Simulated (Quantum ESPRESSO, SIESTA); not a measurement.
A SIESTA input for a self-consistent single point of LuGa₅Co (P1, 7 atoms in the cell) (DFT, GGA PBEsol, numerical atomic orbitals DZP, PseudoDojo PBEsol standard norm-conserving potentials (rewritten from UPF to PSML)):

```
# files in the folder: Lu.psml Ga.psml Co.psml (PseudoDojo PBEsol standard)
SystemName  LuGa5Co
SystemLabel LuGa5Co

NumberOfAtoms                7
NumberOfSpecies              3
%block ChemicalSpeciesLabel
  1 71 Lu
  2 31 Ga
  3 27 Co
%endblock ChemicalSpeciesLabel
LatticeConstant              1.0 Ang
%block LatticeVectors
     4.205300000    0.000000000    0.000000000
     0.000000000    4.205300000    0.000000000
     0.000000000    0.000000000    6.751000000
%endblock LatticeVectors
AtomicCoordinatesFormat      Bohr
%block AtomicCoordinatesAndAtomicSpecies
    -0.045575272    0.011705733    0.137373202  1
    -0.065211976    4.033002338    3.950908408  2
     0.037310532    3.969594300    8.863225111  2
     3.984669503   -0.115181865    3.906856619  2
     3.986688007   -0.022338638    8.834979915  2
     4.076050507    4.063732866   -0.128481196  2
    -0.053625447   -0.020216825    6.328990608  3
%endblock AtomicCoordinatesAndAtomicSpecies

XC.functional                GGA
XC.authors                   PBEsol
PAO.BasisSize                DZP
PAO.EnergyShift              0.005 Ry
MeshCutoff                   400 Ry
%block kgrid.MonkhorstPack
    5   0   0  0.0
    0   5   0  0.0
    0   0   3  0.0
%endblock kgrid.MonkhorstPack
OccupationFunction           FD
ElectronicTemperature        100.0 meV

MaxSCFIterations             150
SCF.Mixer.Method             Pulay
SCF.Mixer.Weight             0.2
SCF.Mixer.History            8
SCF.DM.Tolerance             1.0E-04
Diag.ParallelOverK           true
WriteForces                  true
Charge.Mulliken              end
```

Q: Translate this input to Quantum ESPRESSO.

A: This is the input that was run; spellings and numerical settings could be chosen otherwise.

```fortran
&CONTROL
    calculation = 'scf'
    prefix = 'luga5co'
    outdir = './tmp'
    pseudo_dir = './'
    tprnfor = .true.
    tstress = .true.
/
&SYSTEM
    ibrav = 0
    nat = 7
    ntyp = 3
    ecutwfc = 100
    occupations = 'smearing'
    smearing = 'fermi-dirac'
    degauss = 0.0073499
/
&ELECTRONS
    conv_thr = 1.0d-9
    mixing_beta = 0.4
/
ATOMIC_SPECIES
Lu   174.9668  Lu.upf
Ga    69.7230  Ga.upf
Co    58.9332  Co.upf
ATOMIC_POSITIONS {crystal}
Lu   -0.0057350000    0.0014730000    0.0107680000
Ga   -0.0082060000    0.5074960000    0.3096920000
Ga    0.0046950000    0.4995170000    0.6947440000
Ga    0.5014140000   -0.0144940000    0.3062390000
Ga    0.5016680000   -0.0028110000    0.6925300000
Ga    0.5129130000    0.5113630000   -0.0100710000
Co   -0.0067480000   -0.0025440000    0.4960980000
K_POINTS {automatic}
5 5 3  0 0 0
CELL_PARAMETERS {angstrom}
   4.2053000000     0.0000000000     0.0000000000
   0.0000000000     4.2053000000     0.0000000000
   0.0000000000     0.0000000000     6.7510000000
```

Basis settings and potentials, where a program has them, do not carry over. This input uses DFT, PBEsol, plane waves, PseudoDojo standard norm-conserving (PBESOL) pseudopotentials.

The starting cell comes from a database of computed structures (which also holds hypothetical and non-ambient phases and stackings), without a prior relaxation at this level. For this run, on top of that: atoms moved at random.
